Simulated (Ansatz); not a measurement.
Density of states of MgO (Fm-3m) below the valence band maximum, Ansatz (an electronic-structure program) with r2SCAN, rigid bands; cell volume 18.6 Å³.

```tsv
energy from edge (eV)	10⁻³ states/eV/cell
0.006	105
0.031	256
0.056	348
0.081	426
0.106	496
0.131	562
0.156	623
0.181	682
0.206	745
0.231	806
0.256	863
0.281	925
0.319	1020
0.344	1090
0.369	1150
0.394	1220
0.419	1300
0.444	1370
0.469	1450
0.494	1540
0.519	1640
0.544	1740
0.569	1860
0.594	2000
```

Question: What effective density of states at 300 K does this give (∫ g(E) exp(−E/k_BT) dE, both spins, divided by the cell's size)?

Answer: 2.9e20 cm⁻³, a density-of-states mass of 5.1 mₑ, valleys and band degeneracy included.

Spin-orbit coupling is left out. Geometry: cell and atoms relaxed with r2SCAN.
